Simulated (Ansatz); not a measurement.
Start from Sb (space group R-3m, No. 166; a = 4.266 Å, c = 10.698 Å (hexagonal axes); relaxed with 0.1 eV smearing). Axes: x lies along a and z along c of the hexagonal cell.

Computed with PBEsol-D3(BJ) (Ansatz, a first-principles code), no spin-orbit coupling.

For the base:

```
Quantity   Result
--------  -------
Pressure  0.0 GPa
```

One thing is altered: biaxial strain +1.04 %, plane normal [001], relaxed out of plane (Cartesian); in-plane vectors clamped, the third vector and the atoms free.

Task: What does the calculation give for the pressure after the change?

Result: The pressure (mean of the normal stresses, compression positive) goes from zero to -0.6 GPa.

Task: Estimate the effect on the out-of-plane strain.

Result: The out-of-plane strain comes out as -1.22 %.

Task: Predict the new energy relative to the base.

Result: The energy grows by 1.7 meV/atom.

No phonon test of stability was made.
